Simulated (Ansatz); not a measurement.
## Sn: isotropic strain +0.50 %

The reference is Sn in the diamond structure (space group Fd-3m, No. 227; a = 6.566 Å).

Now apply this change: the cell is scaled by 1.0050 in all directions; the atoms relax in the strained cell.

Computed with r2SCAN (Ansatz, a program for electronic structure; PAW; 500 eV plane waves; without spin-orbit coupling). Γ-centred 12×12×12 mesh, Fermi–Dirac width 0.05 eV.

- Volume per atom: 35.93 Å³ (base 35.39 Å³)
- Space group: Fd-3m (No. 227) (base Fd-3m (No. 227))
- Shortest interatomic distance: 2.858 Å (base 2.843 Å)
- Energy relative to the base (free energy F): +1.0 meV/atom
- Pressure: -0.6 GPa (base 0.0 GPa)
- Band gap: zero (base zero)

Stability against distortions was not tested.
